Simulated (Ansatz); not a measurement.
CdSe under load (space group P6_3mc), PBE with spin-orbit coupling, rigid bands in Ansatz (a quantum-chemistry and plane-wave program). Condition of this run: uniaxial stress along c of -0.7 GPa (compression positive) (the target of the relaxation). Band gap 0.51 eV, N_c = 4.64e17 cm⁻³ and N_v = 1.48e19 cm⁻³ at 300 K, conductivity masses along z (a = (4.29, 0.00, 0.00) Å; b = (-2.14, 3.71, 0.00) Å; c = (0.00, 0.00, 7.10) Å) of 0.0721 mₑ (electrons) and 1.42 mₑ (holes). Take k_BT = 0.02585 eV.

**Question.** Find the intrinsic carrier density and the intrinsic Fermi level.

**Answer.** n_i = √(N_c N_v) exp(−E_g/2k_BT) = 2.62e18 × exp(−9.86) = 1.4e14 cm⁻³. The level lies (k_BT/2) ln(N_v/N_c) = 45 meV from mid-gap (positive towards the conduction band). Each 0.1 eV added to the gap lowers n_i by a factor of 6.9.

**Question.** What thermal injection velocity √(2k_BT/πm) limits a ballistic channel along the direction named?

**Answer.** 2.00e7 cm/s for electrons and 4.51e6 cm/s for holes, a ratio of √(m_h/m_e) = 4.44, for dilute carriers.

**Question.** What built-in voltage has an abrupt junction with N_A = 1e16 and N_D = 1e17 cm⁻³, all dopants ionised?

**Answer.** V_bi = E_g/e − (k_BT/e) ln(N_c N_v/(N_A N_D)) = 0.51 − 0.02585 × 8.83 = 0.28 V, for the computed gap.

Rigid bands with the computed gap; masses take one relaxation time for all states. Geometry: cell and atoms relaxed with PBEsol.
